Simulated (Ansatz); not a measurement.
```xyz
12
Lattice="4.0777 0.0000 0.0000 0.0000 4.0777 0.0000 0.0000 0.0000 21.4565" Properties=species:S:1:pos:R:3 pbc="T T T"
Ge     0.0000     0.0000     0.1035
Ge     2.0388     0.0000     1.5536
Ge     2.0388     2.0388     3.0112
Ge     0.0000     2.0388     4.4612
Sn     0.0000     0.0000     6.1330
Sn     2.0388     0.0000     8.0938
Sn     2.0388     2.0388    10.0493
Sn     0.0000     2.0388    12.0191
Sn     0.0000     0.0000    14.0022
Sn     2.0388     0.0000    15.9719
Sn     2.0388     2.0388    17.9274
Sn     0.0000     2.0388    19.8882
```

Calculation: PBE (plane waves to 420 eV, PAW; Ansatz, a quantum-chemistry and plane-wave program). No spin–orbit coupling. Its k-point mesh 8×8×2, Fermi–Dirac width 0.01 eV.

### Question
This cell holds two materials in layers. Name them, and give its gap.

### Answer
A (001) superlattice of 2 double layers of Ge and 4 of Sn (both in the zinc blende type), in-plane lattice that of Ge; the cell holds Ge4Sn8.
```
Property                                                                                            Result
---------------------------------------------------------------------  -----------------------------------
strain of bulk Sn held on this lattice, in plane and along the normal              -13.39 %, then +19.23 %
PBE gap of the superlattice over the mesh and listed points off it     closed, bands overlapping by 0.7 eV
```
